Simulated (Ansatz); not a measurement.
## Re: isotropic strain +1.00 %

Start from Re in the hcp (Mg type) structure (space group P6_3/mmc, No. 194; a = 2.776 Å, c = 4.481 Å; relaxed with 0.1 eV smearing).

Now apply this change: every lattice vector is stretched by 1.00 %; the atoms relax in the strained cell.

The values are results of Kohn–Sham DFT with the PBE functional, run in Ansatz (a program for electronic structure) with PAW and 420 eV plane waves, scalar-relativistic without spin-orbit coupling, not measurements. k-mesh 24×24×13 (Γ-centred); smearing 0.1 eV (Fermi–Dirac).

```tsv
quantity	base	changed	shift
volume per atom	14.96 Å³	15.41 Å³	+0.45 Å³
space group	P6_3/mmc (No. 194)	P6_3/mmc (No. 194)	–
shortest interatomic distance	2.755 Å	2.782 Å	+0.0275 Å
energy relative to the base (free energy F)	0 meV/atom	+15 meV/atom	+15 meV/atom
band gap	zero	zero	–
```

Cost of the whole job for the changed cell (relaxation, final SCF and bands): about 21 core-seconds (a rough figure).

Stability against distortions was not tested. The final runs are not spin-polarised.
